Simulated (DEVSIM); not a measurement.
## abrupt Si p-n junction

System: abrupt Si p-n junction, at 300 K.

| layer (left to right) | material | thickness (μm) | Nd (cm⁻³) | Na (cm⁻³) | τn (s) | τp (s) |
|---|---|---|---|---|---|---|
| 1 | Si | 0.180 | - | 5.1e15 | 4.2e-5 | 4.2e-5 |
| 2 | Si | 0.960 | 3.8e16 | - | 4.2e-5 | 4.2e-5 |

Left contact: ohmic. Right contact: ohmic. Voltage is applied to the left contact. Recombination: SRH at mid-gap, radiative, Auger. Mobility is constant in doping.

Constants are typed, rounded textbook-type inputs, not results; the design itself was drawn at random and stands for no fabricated device. Values at 300 K.

```
parameter           Si
-------------  -------
gap (eV)         1.124
affinity (eV)     4.05
permittivity      11.7
Nc (cm⁻³)      2.86e19
Nv (cm⁻³)       3.1e19
μn (cm²/Vs)       1417
μp (cm²/Vs)        470
B (cm³/s)      4.7e-15
Cn (cm⁶/s)     2.8e-31
Cp (cm⁶/s)     9.9e-32
```

Simulated with DEVSIM: 1D drift-diffusion, Boltzmann statistics, complete ionisation; no tunnelling, impact ionisation, image-force lowering or self-heating.

```yaml
potential_step_across_the_device_at_zero_bias: 0.728 V
largest_field_in_the_device_at_zero_bias: 39000 V/cm
Dark forward voltage at 1 A/cm²: 0.438 V
Dark forward voltage at 100 A/cm²: 0.579 V
```

Dark reverse current:

```
V (V)  J (A/cm²)
-----  ---------
-0.04    -1.1e-7
-0.10    -1.5e-7
-0.20    -1.7e-7
-0.30    -1.9e-7
-0.40    -2.1e-7
-0.60    -2.5e-7
-0.80    -2.8e-7
-1.00    -3.2e-7
-1.30    -3.7e-7
-1.60    -4.1e-7
-2.00    -4.7e-7
```

Dark forward current:

(V (V), J (A/cm²)): (0.05, 7.3e-7); (0.10, 5.3e-6); (0.15, 3.4e-5); (0.20, 0.00021); (0.25, 0.0013); (0.30, 0.0079); (0.35, 0.047); (0.45, 1.5); (0.50, 8.3); (0.55, 42); (0.60, 190); (0.65, 690); (0.70, 1900); (0.75, 3900)
